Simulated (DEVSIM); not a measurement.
Device: Schottky contact on p-type Si, at 300 K.

Layer 1 from the left is Si, thickness (μm) 3.60, Na (cm⁻³) 3.9e16, τn (s) 3.1e-5, τp (s) 3.1e-5. Layer 2 from the left is Si, thickness (μm) 37.0, Na (cm⁻³) 9.2e17, τn (s) 3.1e-5, τp (s) 3.1e-5.

Left contact: Schottky, work function 4.754 eV, emission velocity 2.7e6 cm/s. Right contact: ohmic. Voltage is applied to the left contact. Recombination: SRH at mid-gap, Auger. Mobility is μmin + (μ − μmin)/(1 + (N/Nref)^α).

The device is made up for the run: typed textbook-type constants, with dimensions and the other settings drawn at random. Values at 300 K.

Si: gap (eV) 1.124, affinity (eV) 4.05, permittivity 11.7, Nc (cm⁻³) 2.86e19, Nv (cm⁻³) 3.1e19, μn (cm²/Vs) 1417, μp (cm²/Vs) 470, μn,min 52, μp,min 45, Nref,n 9.7e16, Nref,p 2.2e17, αn 0.68, αp 0.72, Cn (cm⁶/s) 2.8e-31, Cp (cm⁶/s) 9.9e-32.

DEVSIM, 1D drift-diffusion, Boltzmann statistics, complete ionisation; no tunnelling, impact ionisation, image-force lowering or self-heating. Metal contacts follow the ideal Schottky-Mott rule: no Fermi-level pinning, no interface dipoles.

Task: What does the simulation give for the potential step across the device at zero bias, the dark forward voltage at 100 A/cm²?

Result: potential step across the device at zero bias 0.329 V; dark forward voltage at 100 A/cm² 0.152 V.
